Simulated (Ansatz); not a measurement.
**InP: response to strain**

The parent structure is InP in the zinc blende structure (space group F-43m, No. 216).

```
CELL_PARAMETERS angstrom
      0.00000     2.95348     2.95348
      2.95348     0.00000     2.95348
      2.95348     2.95348     0.00000
ATOMIC_POSITIONS crystal
  In 0.00000 0.00000 0.00000
  P  0.25000 0.25000 0.25000
```

Cartesian axes are those of the cell as printed.

Strains are applied to the cell and any free atomic positions relax; under biaxial strain the out-of-plane vector relaxes too.

Computed with r2SCAN, PAW, 500 eV (Ansatz, a first-principles code; no spin-orbit coupling).

Candidates:
(a) biaxial strain +1.67 %, plane normal [111], relaxed out of plane
(b) biaxial strain +0.83 %, plane normal [111], relaxed out of plane
(c) biaxial strain +0.42 %, plane normal [111], relaxed out of plane

Base values:

The band gap comes out as 1.03 eV.

Order them by band gap, highest first.

(c) biaxial strain +0.42 %, plane normal [111], relaxed out of plane (0.96 eV), (b) biaxial strain +0.83 %, plane normal [111], relaxed out of plane (0.90 eV), (a) biaxial strain +1.67 %, plane normal [111], relaxed out of plane (0.78 eV)

Whether these cells are dynamically stable was not tested.
